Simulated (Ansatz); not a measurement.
Functionals compared on the (310) surface of bcc V in its 1x1 cell, outermost plane spacing 0.95 Å in the ideal cut, in Ansatz (plane waves, PAW). The structure was relaxed with PBE; the other rows are single points on it, each with its references at the same level. Cutoff 420 eV (500 eV for r2SCAN).

Set-up: 12 atoms, 10.4 Å thick at the start (thin: gaps and levels are the slab's own); mesh 13x8x1; 0.1 eV smearing; dipole correction on; all atoms relaxed; held to the part of the start's symmetry that mesh and held atoms allow; no spin, no spin-orbit, no U. These notes are the PBE run's.

```tsv
functional	surface energy (J/m²)	work function of the top face (eV)	rough cost of the single point
PBE	2.49	3.81	–
LDA	2.87	4.07	roughly 110 core-seconds
PBEsol	2.76	3.89	about 110 core-seconds (a rough figure)
RPBE	2.30	3.67	very roughly 110 core-seconds
r2SCAN	2.68	3.82	very roughly 4 core-minutes
```

Ansatz is a first-principles code.
